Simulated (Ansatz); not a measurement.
Here is the system:

```
CELL_PARAMETERS angstrom
      2.38689     1.37807     4.27315
     -2.38689     1.37807     4.27315
      0.00000    -2.75614     4.27315
ATOMIC_POSITIONS crystal
  Al 0.64743 0.64743 0.64743
  Al 0.14743 0.14743 0.14743
  Al 0.35257 0.35257 0.35257
  Al 0.85257 0.85257 0.85257
  O  0.75000 0.44440 0.05560
  O  0.05560 0.75000 0.44440
  O  0.25000 0.55560 0.94440
  O  0.55560 0.94440 0.25000
  O  0.94440 0.25000 0.55560
  O  0.44440 0.05560 0.75000
```

No spin polarisation.

The values are results of PBEsol (Ansatz, a quantum-chemistry and plane-wave program), no spin-orbit coupling, not measurements. k-mesh 8×8×8 (Γ-centred); smearing 0.05 eV (Fermi–Dirac).

### Question
What is the computed width of the top valence band?

### Answer
0.77 eV.

### Question
Estimate the electron mass.

### Answer
0.42 mₑ along z, 0.37 mₑ across (at Γ).

### Question
What band gap does the calculation give?

### Answer
6.08 eV.

The cells carry an imposed strain or load. Masses are band curvatures over ±0.01 Å⁻¹ around the edge. No phonon test of stability was made. The cell was made from Al$_{2}$O$_{3}$ in the corundum structure (space group R-3c, No. 167) by this change: uniaxial strain ε_zz = −1.50 %.
